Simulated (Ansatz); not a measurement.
**ScAg₂ (I4/mmm, No. 139; cell taken from a computed entry)**

These are PBEsol in Ansatz (plane waves, PAW) values and carry that method's errors.

Run with plane-wave cutoff 500 eV, 22×22×22 k mesh, Fermi–Dirac smearing 0.1 eV, no spin polarisation, scalar-relativistic PAW data made under PBE.

Cell: relaxed at this level.

For ScAg₂ (I4/mmm, No. 139; cell taken from a computed entry), the volume per atom comes out as 18.02 Å³/atom and the lattice constant a is 3.504 Å. The lattice parameter c is 8.809 Å. The band gap comes out as none.

Note: the relaxation could not lower the start's symmetry, so the cell can be a saddle point above a distorted one.

Spin–orbit coupling is not included.

Computed values are for the static lattice.

Cost on a shared machine: about 5 core-minutes (a rough figure).

Ansatz is a first-principles code.
